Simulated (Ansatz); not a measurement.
TiAl3 (I4/mmm, No. 139) was calculated with rVV10 (Ansatz, an electronic-structure program, PAW).

Numerical settings: plane-wave cutoff 520 eV, 20×20×20 k mesh, Fermi–Dirac smearing 0.05 eV, no spin polarisation, scalar-relativistic PAW data made under PBE.

Energies at three volumes about the minimum:

```
V (Å³/atom)  E − E_lowest (meV/atom)
-----------  -----------------------
15.517                          2.20
15.834                          0.00
16.151                          2.07
```

Fit a parabola by hand: where is the minimum, and what is the bulk modulus?

Slopes: (0.00 − 2.20)/(15.834 − 15.517) = -6.940 and (2.07 − 0.00)/(16.151 − 15.834) = 6.530 meV/Å³. Curvature E″ = 2 × (6.530 − (-6.940))/(16.151 − 15.517) = 42.492 meV/Å⁶. From the middle of the first interval, the slope vanishes at V0 = 15.6755 − (-6.940)/42.492 = 15.839 Å³/atom. B = V0 E″ = 15.839 × 42.492 meV/Å³ × 0.1602 GPa per meV/Å³ = 108 GPa. The full Birch–Murnaghan fit to all volumes gives V0 = 15.833 Å³/atom and B0 = 108 GPa.

Shape and atoms are relaxed at each volume.

Measured, for comparison: equilibrium volume per atom 15.93 Å³/atom (temperature not stated, no zero-point or thermal correction; as tabulated in P. Norby and A. Norlund Christensen, Acta Chemica Scandinavica A40, 157 (1986)). Computed less measured: equilibrium volume per atom -0.6 %. A static lattice is as a rule a little smaller and stiffer than an uncorrected measurement, which can account for part of this in the equilibrium volume per atom.
